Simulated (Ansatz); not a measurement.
free sheet of monolayer 1T PtSe2: Pt16Se32, 3 atomic planes, area 195 Å², cell height 15.6 Å with vacuum; both faces free, started from the relaxed sheet, in-plane cell fixed at 1.000 times the relaxed lattice. Computed with PBE, large-core Se (plane waves, PAW; Ansatz, an electronic-structure program). Mean temperature 884 K, 12.0 ps sampled after 4.0 ps of Langevin dynamics; k-points: Γ only; no spin polarisation or spin-orbit coupling.

```
plane (from the bottom)  atoms  start height (Å)  mean height (Å)  spread of site heights (Å)  rms motion, normal (Å)  rms motion, in plane (Å)  in-plane shift from the start (Å)  coordination
-----------------------  -----  ----------------  ---------------  --------------------------  ----------------------  ------------------------  ---------------------------------  ------------
1                         Se16             -1.31            -1.33                        0.01                    0.17                      0.14                               0.01           3.0
2                         Pt16              0.00             0.00                        0.00                    0.17                      0.09                               0.00           6.0
3                         Se16              1.31             1.33                        0.01                    0.17                      0.14                               0.01           3.0
```

outer plane spacing: 1.33 Å against 1.31 Å at the start (+2 %)
normal motion of the outer planes over that of the middle: 1.0
in-plane diffusion: none seen within 12.0 ps
coordination in the top plane: 3-fold 99 %
mean vibrational (phonon) frequency: 4.7 THz

A denser in-plane k-mesh moves the forces of one frame by 0.05 eV/Å rms. Bonds are counted up to Pt-Se 2.96 Å; heights count from the centre of mass.
